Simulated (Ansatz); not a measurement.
For HgSe (model structure, started from the WC type, P-6m2, No. 187, 2 atoms in the cell), PBEsol in Ansatz (PAW) gives:

- equilibrium lattice constant a: 3.888 Å
- c axis length: 3.583 Å

Problem. What does PBE-D3(BJ) (PAW; Ansatz, a first-principles code) give for the same quantities?

Solution. 
- lattice constant a: 3.900 Å (rises by 0.3 %)
- lattice parameter c: 3.632 Å (increases by 1.4 %)

Changes are worked out from the printed values.

Unless a cell is named, each level is at its own relaxed cell (PBEsol 23.46, PBE-D3(BJ) 23.92 Å³/atom).

Levels without +SOC leave out spin–orbit coupling, which shifts energies and cells of such heavy elements.

Ansatz's density-functional and Hartree–Fock values are scalar-relativistic unless marked +SOC, with PAW data made under PBE.

A model structure was made by putting elements into a prototype or built by hand; it is no filed structure, need not be a known phase, and can be a saddle point held by its symmetry.
